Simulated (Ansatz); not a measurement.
Take Ca in the fcc (Cu type) structure (space group Fm-3m, No. 225; a = 5.456 Å; relaxed with 0.1 eV smearing) as the base. Axes: x, y, z lie along the cube axes.

Level of theory: PBEsol (Ansatz, a program for electronic structure), no spin-orbit coupling.

One thing is altered: tensile biaxial strain of 2.50 % in the plane normal to [111], as in epitaxy on a mismatched substrate; the out-of-plane cell vector and the atoms relax.

Question: What does the calculation give for the ratio −ε⊥/ε∥ after the change?

Answer: The ratio −ε⊥/ε∥ is 0.39.

Question: How does this affect the in-plane stress?

Answer: The mean in-plane stress (compression positive) amounts to -1.0 GPa.

Whether these cells are dynamically stable was not tested.
